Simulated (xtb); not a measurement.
xtb 6.7.1, GFN2-xTB: 4-tert-butylpyridine cation (CC(C)(C)c1ccncc1), charge +1, multiplicity 2, 23 atoms. The geometry is a generated start, not checked to be a minimum at this level.

```
Property                  Result
-----------------  -------------
run flags                 --grad
method                  GFN2-xTB
--acc                1 (default)
--etemp (K)        300 (default)
basis functions               53
valence electrons             53
```

```xyz
23

C     -1.7022    -0.6910     1.0424
C     -0.9556     0.0615    -0.0617
C     -1.3828    -0.5163    -1.4180
C     -1.3404     1.5456     0.0166
C      0.5513    -0.0616     0.0713
C      1.1757    -0.7741     1.0898
C      2.5607    -0.8290     1.1313
N      3.3473    -0.2388     0.2502
C      2.7615     0.4395    -0.7219
C      1.3893     0.5575    -0.8549
H     -1.4782    -1.7550     1.0111
H     -1.4460    -0.3002     2.0246
H     -2.7742    -0.5697     0.9019
H     -0.9474     0.0425    -2.2420
H     -2.4658    -0.4782    -1.5155
H     -1.0655    -1.5539    -1.5034
H     -2.4205     1.6548    -0.0546
H     -0.8872     2.1162    -0.7898
H     -1.0119     1.9718     0.9623
H      0.6102    -1.2861     1.8504
H      3.0658    -1.3778     1.9168
H      3.4296     0.9126    -1.4301
H      0.9863     1.1297    -1.6766
```

Charge 1 and multiplicity 2 are set for this test and not shown to be the ground state. GFN-xTB has no spin term: --uhf 1 sets the occupations alone.

One run each on 1 thread. Values of broydamp tried: 0.02, 0.05, 0.1, 0.2, 0.4 (default), 0.6, 0.8, 1.

Which value of broydamp needs the fewest SCC iterations, and what happens away from it?

Fewest SCC iterations: 0.4 (default) with 13. The count rises to 25 at 0.02. All converge to one solution.

| broydamp | SCC iterations | end |
|---|---|---|
| 0.02 | 25 | same solution |
| 0.05 | 21 | same solution |
| 0.1 | 17 | same solution |
| 0.2 | 16 | same solution |
| 0.4 (default) | 13 | same solution |
| 0.6 | 15 | same solution |
| 0.8 | 15 | same solution |
| 1 | 16 | same solution |
